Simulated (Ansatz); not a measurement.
Take BN in the zinc blende structure (space group F-43m, No. 216; a = 3.610 Å) as the base. Axes: x, y, z lie along the cube axes.

Computed with r2SCAN, PAW, 500 eV (Ansatz, a quantum-chemistry and plane-wave program; spin-orbit coupling left out).

Strains are applied to the cell and any free atomic positions relax.

One change was made to it. Results:

The energy grows by 9.3 meV/atom; the valley order (the lowest conduction-band minima on the path, energy above the VBM, named in the base's zone) changes from X along ⟨100⟩ 5.00 eV to X along [010] 4.75 eV; X along [001] 5.18 eV.

Problem. Which change produced these results?
(A) uniaxial strain ε_zz = +2.50 %
(B) uniaxial strain ε_zz = +3.00 %
(C) uniaxial strain ε_zz = +2.00 %

Solution. A, uniaxial strain ε_zz = +2.50 %. For comparison, the valley order in the other runs: uniaxial strain ε_zz = +3.00 % gives X along [010] 4.70 eV; X along [001] 5.21 eV; uniaxial strain ε_zz = +2.00 % gives X along [010] 4.80 eV; X along [001] 5.14 eV.

The levels and masses belong to the bands next to the band gap. Whether these cells are dynamically stable was not tested.
